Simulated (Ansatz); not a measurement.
## B20 (FeSi-type) FeGe

Method: LDA in Ansatz (PAW).

Settings: plane-wave cutoff 520 eV, 14×14×14 k mesh, Fermi–Dirac smearing 0.013 eV (set by the program), spin-polarised with parallel moments, scalar-relativistic PAW data made under PBE.

Cell: relaxed at this level.

```yaml
elastic constant C11: 308 GPa
elastic constant C12: 138 GPa
elastic constant C44: 112 GPa
Voigt–Reuss–Hill bulk modulus: 195 GPa
polycrystal shear modulus (Hill average): 100 GPa
young_modulus: 257 GPa
poisson_ratio: 0.280
```

Note: the collinear magnetic order is the start's and need not be the measured one.

Elastic constants are with the ions relaxed.

Ansatz is a quantum-chemistry and plane-wave program.
